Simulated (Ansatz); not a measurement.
CaZrN₂ (R-3m, No. 166, 4 atoms in the cell; start mp-1029267) was calculated with r²SCAN+rVV10 (Ansatz, a first-principles code, plane waves, PAW).

Run with plane-wave cutoff 560 eV, 12×12×12 k mesh, Fermi–Dirac smearing 0.01 eV, scalar-relativistic PAW data made under PBE.

Cell (relaxed at this level):

```yaml
crystal:
  lattice:
    - [1.65146, 0.95347, 5.58197]
    - [-1.65146, 0.95347, 5.58197]
    - [0.00000, -1.90695, 5.58197]
  atoms:
    - { symbol: Ca, position: [0.00000, 0.00000, 0.00000] }
    - { symbol: Zr, position: [0.50000, 0.50000, 0.50000] }
    - { symbol: N, position: [0.23845, 0.23845, 0.23845] }
    - { symbol: N, position: [0.76155, 0.76155, 0.76155] }
```

Give the computed band gap and Γ–Γ gap.


- band gap = 0.80 eV (on the SCF k mesh)
- Γ–Γ gap = 3.02 eV

Note: the relaxation could not lower the start's symmetry, so the cell can be a saddle point above a distorted one.

Spin–orbit coupling is not included.

Computed values are for the static lattice.

Computing time: about 4 core-minutes (a rough figure).

A start named mp-… is a Materials Project structure, which need not be a measured phase.
